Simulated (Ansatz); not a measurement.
## By hand: formation energy of WSe2 (P6₃/mmc) from the elements

Subject: the formation energy of WSe2 (P6₃/mmc) from the elements. Reaction: 2 Se (P3₁21) + W (bcc) → WSe2 (P6₃/mmc). Negative: the products are lower in energy. The value is per atom of the solid.

WSe2 (P6₃/mmc), 6 atoms in the cell; spin state with PBE: run without spin. Conventional cell: a = b = 3.2791 Å, c = 12.7807 Å, α = β = 90.00°, γ = 120.00°.

Ansatz (a first-principles code) with PAW potentials; structures come from PBE+D3(BJ) relaxations, nuclei static, no net charge. Ansatz runs with its PAW set soft_1. Other levels take these structures. The lattices are those relaxed with PBE+D3(BJ), so at other levels the solids can be strained, which adds to the spread. Spin-orbit coupling is left out. The d electrons get no Hubbard U.

Total energies of the cells in eV, at zero smearing width. They compare only within one column; the weights balance every element.

```csv
cell,atoms,weight,r2SCAN+D4,LDA
WSe2 (P6₃/mmc),6,+1,-42713.66253,-41798.03443
Se (P3₁21),3,−4/3,-16434.71646,-16149.77088
W (bcc),1,−2,-10398.47606,-10130.67835
```

r2SCAN+D4: (-42713.66253) − 4/3 × (-16434.71646) − 2 × (-10398.47606) = -3.755 eV; dividing by 6 atoms gives -0.63 eV/atom.

LDA: (-41798.03443) − 4/3 × (-16149.77088) − 2 × (-10130.67835) = -3.650 eV; dividing by 6 atoms gives -0.61 eV/atom.

What follows from the r2SCAN+D4 value: A formula unit of WSe2 has 3 atoms, so it forms with -0.6259 × 3 = -1.878 eV, or -181.2 kJ/mol at 96.485 kJ/mol per eV.
